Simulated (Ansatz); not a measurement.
An input for Ansatz (LDA) and the part of its output that reports the quasi-harmonic study. Lengths are of the primitive cell. Dynamical quadrupoles are not included in the interpolation of the phonons between the solved wave vectors.

Ansatz 0.2 input:
```yaml
crystal:
  lattice:
    - [3.1866341118, 0.0, 0.0]
    - [-1.5933170559, 2.7597060933, 0.0]
    - [0.0, 0.0, 5.1526878078]
  atoms:
    - { symbol: Zn, position: [0.6666666667, 0.3333333333, 0.0017862086] }
    - { symbol: Zn, position: [0.3333333333, 0.6666666667, 0.5017862086] }
    - { symbol: O, position: [0.6666666667, 0.3333333333, 0.6234137914] }
    - { symbol: O, position: [0.3333333333, 0.6666666667, 0.1234137914] }
kpoints:
  mp_grid: { grid: [12, 12, 6] }
hamiltonian:
  xc: lda
  pseudopotentials: { kind: paw }
scf:
  occupations: { method: fixed }
phonons:
  method: dfpt
  qmesh: [6, 6, 3]
  temperatures: { t_max: 1000, t_step: 25 }
  thermal_expansion: {}
checkpoint:
  write: run
```

```
--- Thermal expansion: 16 cells in 3 rounds, 0 GPa ---
  no lower state was reached at cell 6
  without vibrations: a 3.18686, b 3.18686, c 5.15248 Å, V 45.3182 Å³, B 161.59 GPa
  at 0 K: a 3.19487, b 3.19487, c 5.16209 Å, V 45.6312 Å³, B 157.86 GPa
  zero-point expansion: a +0.251, b +0.251, c +0.187, V +0.691 %
      T/K        a/Å        b/Å        c/Å       V/Å³ | expansion of a, b, c, V (1e-6/K)   | that of V in the mean from 25 °C | C_P, C_V (J/mol K of the cell) | B_T, B_S (GPa)
     0.00    3.19487    3.19487    5.16209    45.6312 |    0.00    0.00    0.00    0.00 |    2.35 |     0.000     0.000 |   157.86   157.86
   100.00    3.19467    3.19467    5.16163    45.6214 |   -0.69   -0.69   -1.14   -2.52 |    4.62 |    35.905    35.902 |   157.27   157.29
   200.00    3.19488    3.19488    5.16157    45.6270 |    2.09    2.09    0.94    5.13 |    8.07 |    64.173    64.151 |   155.45   155.51
   298.15    3.19587    3.19587    5.16245    45.6632 |    4.05    4.05    2.41   10.51 |       - |    79.518    79.379 |   153.13   153.40
   375.00    3.19699    3.19699    5.16355    45.7048 |    4.96    4.96    3.10   13.03 |   11.86 |    86.058    85.793 |   151.18   151.65
   475.00    3.19871    3.19871    5.16532    45.7696 |    5.73    5.73    3.70   15.16 |   13.18 |    91.033    90.586 |   148.56   149.30
   575.00    3.20063    3.20063    5.16734    45.8426 |    6.26    6.26    4.11   16.63 |   14.19 |    93.979    93.339 |   145.90   146.90
   675.00    3.20270    3.20270    5.16955    45.9215 |    6.67    6.67    4.44   17.77 |   15.02 |    95.889    95.045 |   143.20   144.47
  stiffness (GPa) against the strains that keep the symmetry, 3 along the crystal's axis
    without vibrations: C11 + C12 360.16, C13 123.78, C33 238.92
  the static fit leaves 0.001 meV an atom of the energies and, of the stresses, 0.000 GPa of each cell's largest along a strain (root mean squares over the cells), whose Pulay part it has at -0.068 GPa
  vibrations' free energy: its fit passes through its cells
  the electrons' free energy at temperature is in it; its fit leaves 0.0000 meV an atom at the most
  free energies summed between the sampled wave vectors
  estimated error of the fitted expansion in any direction: up to 0.590e-6/K, at 1000 K (an estimate, not a bound: it was exceeded on models of known expansion)
  by sums over the sampled wave vectors an expansion of the volume parts by up to 0.02e-6/K
  by a static energy of one degree less an expansion of the volume parts by up to 0.01e-6/K
  band gaps on the cells' k-points are 0.748 to 0.850 eV
```

Warnings of the run: completed_step_reentered, occupations_restored, phonon_interpolation_lacks_quadrupole_term, relax_continuation, seed_accepted, thermal_expansion_settings, resumed_after_interruption.

The crystal is held in this phase throughout; melting and phase transitions are not modelled.

The PAW data sets were generated under PBE and serve the other functionals too.

Ansatz is an electronic-structure program.
